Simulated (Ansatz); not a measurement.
Input and output of a self-consistent single point for Zn6Mo (I4mm, 7 atoms in the cell) (Ansatz, a program for electronic structure)

Method of the run: LDA (PW92), default PAW files made with PBE (plane waves; Ansatz).

Input as run:

Ansatz 0.2 input:
```yaml
crystal:
  lattice:
    - [0.000000, 3.825161, 3.825161]
    - [3.825161, 0.000000, 3.825161]
    - [3.825161, 3.825161, 0.000000]
  atoms:
    - { symbol: Zn, position: [0.500000, 0.500000, 0.000000] }
    - { symbol: Zn, position: [0.000000, 0.000000, 0.500000] }
    - { symbol: Zn, position: [0.000000, 0.500000, 0.500000] }
    - { symbol: Zn, position: [0.500000, 0.000000, 0.000000] }
    - { symbol: Zn, position: [0.500000, 0.000000, 0.500000] }
    - { symbol: Zn, position: [0.000000, 0.500000, 0.000000] }
    - { symbol: Mo, position: [0.006536, 0.006536, -0.006536] }
basis:
  ecutwfc: 420.0
kpoints:
  mp_grid: { grid: [6, 6, 6] }
hamiltonian:
  xc: lda
  pseudopotentials: { kind: paw }
scf:
  occupations: { method: fermi_dirac, width: 0.1 }
output:
  forces: true
  eigenvalues: true
  stress: true
```

Log, with long lists cut:

```
WARN ansatz: RAYON_NUM_THREADS=1 ignored (pool sized by the plan → 1); use --threads N
Pseudopotentials: kind: paw
Pseudopotential: Zn, paw, valence charge 12
Pseudopotential: Mo, paw, valence charge 14
Crystal: 7 atoms, lattice volume = 111.938 Å³
Basis set: ecut = 420 eV, 2133 PW (Γ)
Bands: 52, of which v1, the nominal top of the filled ones, is band 43 counted from 1 (42 counted from 0)
Symmetry: 8 space group operations
Space group: I4mm (ITA 107), of the structure as read, at distance tolerance 4.8e-5 Å
k-points: 30 of 216 (time reversal used)
PAW frozen core: Zn, regenerated for the run's functional, and the local potential with it
PAW frozen core: Mo, regenerated for the run's functional, and the local potential with it
Initial density: superposition of atomic densities (neutral atoms: chi_scale 0, normalization atom), corrected by the library's trained network
Initial wavefunctions: pseudopotential atomic-orbital guess
Eigensolver: davidson
Functional: x = slater, c = lda
SCF iter   1: F=—  HF=-24320.475540 eV  |F-HF|=—  |Δ(HF+E_count)|=         —  Δρ=1.16e-2  dr2=2.42e-1  ethr=1.77e-3  ⟨swp⟩=8.3  Hψ=6734  notcnv=0  defer=2
all-band conjugate gradients solve this SCF's bands
preconditioner: auto → LDOS
SCF iter   2: F=—  HF=-24320.473838 eV  |F-HF|=—  |Δ(HF+E_count)|=   1.70e-3  Δρ=1.07e-2  dr2=1.12e-1  ethr=2.81e-4  ⟨swp⟩=2.0  Hψ=3170  notcnv=0  defer=51
SCF iter   3: F=—  HF=-24320.438432 eV  |F-HF|=—  |Δ(HF+E_count)|=   3.54e-2  Δρ=2.24e-3  dr2=4.99e-3  ethr=1.30e-4  ⟨swp⟩=2.0  Hψ=2889  notcnv=0  defer=51
SCF iter   4: F=—  HF=-24320.437521 eV  |F-HF|=—  |Δ(HF+E_count)|=   9.11e-4  Δρ=6.76e-4  dr2=9.18e-4  ethr=5.81e-6  ⟨swp⟩=2.0  Hψ=2870  notcnv=0  defer=8
SCF iter   5: F=—  HF=-24320.437405 eV  |F-HF|=—  |Δ(HF+E_count)|=   1.17e-4  Δρ=2.03e-4  dr2=6.95e-5  ethr=1.07e-6  ⟨swp⟩=2.0  Hψ=1577  notcnv=0  defer=8
SCF iter   6: F=—  HF=-24320.437396 eV  |F-HF|=—  |Δ(HF+E_count)|=   8.33e-6  Δρ=3.99e-5  dr2=2.13e-6  ethr=8.08e-8  ⟨swp⟩=2.0  Hψ=1696  notcnv=0  defer=8
SCF iter   7: F=—  HF=-24320.437396 eV  |F-HF|=—  |Δ(HF+E_count)|=   1.35e-7  Δρ=1.09e-5  dr2=1.31e-7  ethr=2.48e-9  ⟨swp⟩=2.1  Hψ=2731  notcnv=0  defer=8
SCF iter   8: F=-24320.437396 eV  HF=-24320.437396 eV  |F-HF|=2.99e-8  |Δ(HF+E_count)|=   1.35e-8  Δρ=5.28e-6  dr2=2.34e-8  ethr=1.16e-10  ⟨swp⟩=9.9  Hψ=7512  notcnv=0
SCF 1 converged in 8 iterations: F = -24320.437396 eV  dr2 = 2.34e-8
SCF converged after 8 iterations
Free energy (F): -24320.437396 eV
Harris-Foulkes:  -24320.437396 eV  (|F-HF|=2.99e-8)
Internal energy: -24320.346580 eV  (E = F + TS)
E sigma→0 (E₀):  -24320.391988 eV
Entropy (-TS):   -0.090816 eV (-12.974 meV/atom)
Fermi energy:    10.494767 eV
--- Per-component energies (eV) ---
  E_band       = 126.874506
  E_kinetic    = 1231.394719
  E_local      = -10769.329946  (includes V_loc(G=0)·N_el)
  E_nonlocal   = 3824.719236
  E_hartree    = 4446.292407
  E_xc         = -999.819822
  E_vxc        = -554.644155  (∫ρ·V_xc dr)
  E_paw        = -13604.386254  (= ΣΔE_a)
  E_vpaw       = -2497.845703  (= ΣTr[D̂ρ^β])
  E_aug_tail   = -0.002041  (compensation charges beyond the density's cutoff)
  E_ewald      = -8459.030542
  E_core_change = 9.815664  (= ΣΔE_core)
  E_smearing   = -0.090816  (= −TS)
  E_closure    = 0.000000  (closes the sum)
  Σ components = -24320.437396   (vs F -24320.437396, Δ=0.00e0)
--- Forces (eV/Å), atoms counted from 1 ---
  atom   1  Zn    -0.00000000     0.00000000     0.03800829
  atom   2  Zn    -0.00000000    -0.00000000     0.03800829
  atom   3  Zn     0.00000000    -0.07440940     0.12808510
  atom   4  Zn     0.00000000     0.07440940     0.12808510
  atom   5  Zn    -0.07440940     0.00000000     0.12808510
  atom   6  Zn     0.07440940     0.00000000     0.12808510
  atom   7  Mo    -0.00000000    -0.00000000    -0.58834522
  max |Σ_I F_I| component: 1.18e-5 eV/Å
--- Stress (GPa, compression-positive) ---
       -6.608910       0.000000       0.000000
        0.000000      -6.608910       0.000000
        0.000000       0.000000      -6.606096
  P = ⅓ Tr σ = -6.6080 GPa (-66.080 kbar)
  The stress holds the Pulay correction. Without it, at fixed plane waves, as pw.x and ABINIT print it: P = -6.6572 GPa
--- Band table (eV; the first three rows and the last of 30) ---
  k-point 0: bands = ["-49.2541", "-23.4161", "-23.4155", "-23.4155", "1.3918", "2.9474", "2.9476", "2.9486", "2.9486", "3.1229", "3.1233", "3.1233", "3.2310", "3.2317", "3.2779", "3.6331", "3.6331", "3.6338", "3.8491", "3.8491", "3.8511", "3.9858", [...]
  k-point 1: bands = ["-49.2540", "-23.4169", "-23.4161", "-23.4158", "1.6035", "2.9610", "3.0122", "3.0253", "3.0259", "3.1403", "3.1675", "3.1677", "3.2825", "3.2833", "3.3254", "3.6255", "3.6259", "3.6823", "3.7984", "3.8706", "3.8720", "3.9295", [...]
  k-point 2: bands = ["-49.2540", "-23.4189", "-23.4167", "-23.4163", "2.1722", "2.9529", "3.1831", "3.1912", "3.1926", "3.2113", "3.2796", "3.2799", "3.4387", "3.4397", "3.4666", "3.6189", "3.6193", "3.6305", "3.8191", "3.8366", "3.9205", "3.9219", [...]
  k-point 29: bands = ["-49.2539", "-23.4203", "-23.4177", "-23.4177", "2.8308", "3.2363", "3.3417", "3.3544", "3.3544", "3.4452", "3.5800", "3.5800", "3.5801", "3.6050", "3.6519", "3.6796", "3.7039", "3.7039", "3.7250", "3.7250", "3.7617", [...]
```

The run converged in 8 iterations.

The starting cell comes from a database of computed structures (which also holds hypothetical and non-ambient phases and stackings), without a prior relaxation at this level. Its lattice was rescaled by up to half a per cent. One atom was moved a little off its site on purpose. Spin polarisation is off. With a pressure of about -7 GPa the cell is away from its equilibrium volume at this level. Ansatz's pressure includes its estimate of the finite-basis (Pulay) stress.
